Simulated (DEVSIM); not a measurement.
System: abrupt Si p-n junction, at 350 K.

```tsv
layer (left to right)	material	thickness (μm)	Nd (cm⁻³)	Na (cm⁻³)	τn (s)	τp (s)
1	Si	88.0	-	1.5e18	8.3e-5	8.3e-5
2	Si	120	2.5e15	-	8.3e-5	8.3e-5
```

Left contact: ohmic. Right contact: ohmic. Voltage is applied to the left contact. Recombination: SRH at mid-gap, radiative, Auger. Mobility is μmin + (μ − μmin)/(1 + (N/Nref)^α).

The device is made up for the run: typed textbook-type constants, with dimensions and the other settings drawn at random. Values at 300 K; Nc and Nv go as T^1.5, mobilities as T to minus their exponent, the gap by Varshni's rule with the affinity fixed.

```csv
parameter,Si
gap (eV),1.124
affinity (eV),4.05
permittivity,11.7
Nc (cm⁻³),2.86e19
Nv (cm⁻³),3.1e19
μn (cm²/Vs),1417
μp (cm²/Vs),470
"μn,min",52
"μp,min",45
"Nref,n",9.7e16
"Nref,p",2.2e17
αn,0.68
αp,0.72
T exponent of μn,2.3
T exponent of μp,2.2
B (cm³/s),4.7e-15
Cn (cm⁶/s),2.8e-31
Cp (cm⁶/s),9.9e-32
Varshni α (eV/K),0.000473
Varshni β (K),636
```

Model (solved in DEVSIM): 1D drift-diffusion, Boltzmann statistics, complete ionisation; no tunnelling, impact ionisation, image-force lowering or self-heating.

The doping Na of layer 1 was swept, all else fixed.

```json
[
 {"doping Na of layer 1 (cm^-3)": "4.5e16", "dark forward voltage at 1 A/cm² (V)": "0.583", "dark forward voltage at 100 A/cm² (V)": "1.035", "potential step across the device at zero bias (V)": "0.618", "largest field in the device at zero bias (V/cm)": "22000"},
 {"doping Na of layer 1 (cm^-3)": "1.5e17", "dark forward voltage at 1 A/cm² (V)": "0.587", "dark forward voltage at 100 A/cm² (V)": "0.947", "potential step across the device at zero bias (V)": "0.654", "largest field in the device at zero bias (V/cm)": "29000"},
 {"doping Na of layer 1 (cm^-3)": "4.5e17", "dark forward voltage at 1 A/cm² (V)": "0.587", "dark forward voltage at 100 A/cm² (V)": "0.903", "potential step across the device at zero bias (V)": "0.687", "largest field in the device at zero bias (V/cm)": "43000"},
 {"doping Na of layer 1 (cm^-3)": "1.5e18", "dark forward voltage at 1 A/cm² (V)": "0.587", "dark forward voltage at 100 A/cm² (V)": "0.876", "potential step across the device at zero bias (V)": "0.724", "largest field in the device at zero bias (V/cm)": "74000"},
 {"doping Na of layer 1 (cm^-3)": "4.5e18", "dark forward voltage at 1 A/cm² (V)": "0.587", "dark forward voltage at 100 A/cm² (V)": "0.858", "potential step across the device at zero bias (V)": "0.757", "largest field in the device at zero bias (V/cm)": "130000"},
 {"doping Na of layer 1 (cm^-3)": "1.5e19", "dark forward voltage at 1 A/cm² (V)": "0.587", "dark forward voltage at 100 A/cm² (V)": "0.847", "potential step across the device at zero bias (V)": "0.793", "largest field in the device at zero bias (V/cm)": "230000"}
]
```

From the first row to the last the dark forward voltage at 1 A/cm² goes from 0.583 to 0.587. From the first row to the last the dark forward voltage at 100 A/cm² goes from 1.035 to 0.847.
